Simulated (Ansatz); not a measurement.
Here is the system:

```xyz
2
Lattice="0.0000 2.6781 2.6781 2.6781 0.0000 2.6781 2.6781 2.6781 0.0000" Properties=species:S:1:pos:R:3 pbc="T T T"
S      4.0172     4.0172     4.0172
Zn     0.0000     0.0000     0.0000
```

No spin polarisation.

A single point on ZnSe with a change (Se → S), its geometry relaxed with PBEsol.

Method: DFT with r2SCAN, PAW potentials and a 500 eV plane-wave cutoff in Ansatz (a quantum-chemistry and plane-wave program), no SOC. Γ-centred 11×11×11 mesh, Fermi–Dirac width 0.05 eV.

Problem. Predict the electron mass and band gap.

Solution. 
- Electron mass = 0.20 mₑ (at Γ)
- Band gap = 2.79 eV

Single points use the geometry relaxed with PBEsol. Effective masses come from finite differences of ±0.01 Å⁻¹. Whether these cells are dynamically stable was not tested. The cell was made from ZnSe by this change: Se → S.
